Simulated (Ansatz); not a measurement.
Pressure series in BeTe

The parent structure is BeTe in the zinc blende structure (space group F-43m, No. 216; a = 5.6635 Å).

Cell and atoms are relaxed at each pressure.

Method: PBE in Ansatz (plane waves to 420 eV, PAW, spin-orbit coupling left out).

```json
[
 {"variant": "base", "smallest direct gap": "3.64 eV", "lattice parameter a": "10.702 bohr", "electron mass": "1.9 mₑ along k, 0.26 mₑ across (at X)", "band gap": "2.03 eV"},
 {"variant": "pressure −2 GPa", "smallest direct gap": "3.43 eV", "lattice parameter a": "10.841 bohr", "electron mass": "2.1 mₑ along k, 0.26 mₑ across (at X)", "band gap": "2.12 eV"},
 {"variant": "pressure −1 GPa", "smallest direct gap": "3.57 eV", "lattice parameter a": "10.769 bohr", "electron mass": "2.0 mₑ along k, 0.26 mₑ across (at X)", "band gap": "2.07 eV"},
 {"variant": "pressure 0.9 GPa", "smallest direct gap": "3.63 eV", "lattice parameter a": "10.649 bohr", "electron mass": "1.8 mₑ along k, 0.26 mₑ across (at X)", "band gap": "1.99 eV"},
 {"variant": "pressure 2.1 GPa", "smallest direct gap": "3.61 eV", "lattice parameter a": "10.581 bohr", "electron mass": "1.7 mₑ along k, 0.25 mₑ across (at X)", "band gap": "1.95 eV"},
 {"variant": "pressure 4.5 GPa", "smallest direct gap": "3.58 eV", "lattice parameter a": "10.458 bohr", "electron mass": "1.6 mₑ along k, 0.25 mₑ across (at X)", "band gap": "1.86 eV"},
 {"variant": "pressure 9 GPa", "smallest direct gap": "3.53 eV", "lattice parameter a": "10.268 bohr", "electron mass": "1.4 mₑ along k, 0.24 mₑ across (at X)", "band gap": "1.71 eV"},
 {"variant": "pressure 15 GPa", "smallest direct gap": "[?]", "lattice parameter a": "[?]", "electron mass": "[?]", "band gap": "[?]"},
 {"variant": "pressure 22.5 GPa", "smallest direct gap": "3.36 eV", "lattice parameter a": "9.863 bohr", "electron mass": "1.2 mₑ along k, 0.22 mₑ across (at X)", "band gap": "1.33 eV"},
 {"variant": "pressure 30 GPa", "smallest direct gap": "3.28 eV", "lattice parameter a": "9.698 bohr", "electron mass": "1.1 mₑ along k, 0.22 mₑ across (at X)", "band gap": "1.16 eV"}
]
```

Q: What belongs in the blanks?

A: 
- pressure 15 GPa, smallest direct gap: 3.45 eV
- pressure 15 GPa, lattice parameter a: 10.065 bohr
- pressure 15 GPa, electron mass: 1.3 mₑ along k, 0.23 mₑ across (at X)
- pressure 15 GPa, band gap: 1.53 eV

Spin-orbit coupling, missing from the scalar runs, can matter with Te. Load acts through the strain it causes; cell and atoms are relaxed under it. Effective masses come from finite differences of ±0.01 Å⁻¹. Along k means along the line from Γ to the band edge. Whether these cells are dynamically stable was not tested. Competing high-pressure phases were not computed.

Ansatz is a quantum-chemistry and plane-wave program.
